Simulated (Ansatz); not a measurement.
Levels about the gap of amorphous Si₃₀N₄₁Lu (72 atoms in a cell of 827 Å³, 3.20 g/cm³; zone centre alone, so wide bands show as single levels with stretches between that a denser mesh fills), at the geometry that PBE relaxed, where it gives 0.0 GPa on a denser mesh. Exact exchange is cut at the faces of this small cell, which leaves a finite-size error. The participation number counts the atoms over which a state spreads; weights are charges in smoothed Voronoi cells. The levels come from a single point, so bond lengths are those of that geometry. Method of the levels: HSE06, scalar-relativistic without spin-orbit coupling (Ansatz, a quantum-chemistry and plane-wave program). Sampling: the zone centre alone; Fermi-Dirac width 0.01 eV; collinear spin, started from moments on atoms (the moments died out). At PBE the levels at the filled edge of the gap are localised (band-tail or defect states), and the nearest spread-out levels lie 3.1 eV apart at the zone centre.

A CHGNet melt-quench gave the starting glass, which DFT then relaxed. N atoms were pushed apart under 1.9 Å during the dynamics, to hinder bonds among them. The hot cell started wider than the set density and was brought back towards it in steps. It is the lowest in DFT energy of 2 quenches. It is a model cell: composition and starting density were chosen by hand, and all elements were melted together. No dispersion term was used. Its density started from a set value of 3.24 and ended at 3.20 g/cm³. Cooling (nominally 300 K/ps over its main leg) ran many orders faster than in experiment, which tends to leave more defects and strain. One small periodic cell is one sample of the glass; other quenches scatter about these values. Volume and shape were free in the relaxation.

```csv
"E - E(highest filled), eV",filling,spin,participation number,largest on,weight N,weight Si,weight Lu
-0.61,filled,dn,9.3,"N, 3 neighbours",0.90,0.10,0.00
-0.37,filled,dn,8.1,"N, 3 neighbours",0.91,0.09,0.00
-0.37,filled,up,8.1,"N, 3 neighbours",0.91,0.09,0.00
-0.36,filled,up,5.2,"N, 2 neighbours",0.89,0.11,0.00
-0.36,filled,dn,5.2,"N, 2 neighbours",0.89,0.11,0.00
0.00,filled,up,3.1,"N, 2 neighbours",0.88,0.12,0.00
0.00,filled,dn,3.1,"N, 2 neighbours",0.88,0.12,0.00
3.71,empty,up,50.7,"Si, 4 neighbours",0.51,0.47,0.02
3.71,empty,dn,50.7,"Si, 4 neighbours",0.51,0.47,0.02
4.25,empty,up,30.6,"Si, 4 neighbours",0.42,0.56,0.02
4.25,empty,dn,30.6,"Si, 4 neighbours",0.42,0.56,0.02
4.46,empty,up,29.9,"Si, 4 neighbours",0.43,0.55,0.02
4.46,empty,dn,29.9,"Si, 4 neighbours",0.43,0.55,0.02
4.70,empty,up,22.5,"Si, 4 neighbours",0.43,0.52,0.04
```

Most localised among these is the filled level at +0.00 eV, on a N atom, which has 2 neighbours (Si 1.65 Å, Si 1.65 Å).
